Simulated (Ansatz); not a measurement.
The starting structures come from a database of crystals and need not be the phases stable at ambient conditions.

By PBEsol, the system below comes out a metal.

A figure of merit of an interconnect metal is its ballistic conductance per area.

Input:

```
CELL_PARAMETERS angstrom
      5.11619     0.00000     0.00000
      0.00000     6.80639     0.00000
      0.00000     3.40319     1.96483
ATOMIC_POSITIONS crystal
  Ni 0.00000 0.00000 0.00000
  Ni 0.50000 0.00000 0.00000
  Sb 0.75000 0.66667 0.00000
  Sb 0.25000 0.33333 0.00000
```

Space group of this cell: P6_3/mmc, NiAs type. The cell is taken as given; by PBEsol its mean pressure is -2.0 GPa.

The current flows along the normal of the first two printed cell vectors, the (110) plane of the conventional cell. No spin-orbit coupling; the value is a mean over 0.1 eV about the Fermi level.

Task: Give the ballistic conductance per area that PBEsol (Ansatz, a program for electronic structure) yields.

Result: 0.79 × 10¹⁵ S/m² for both spins.
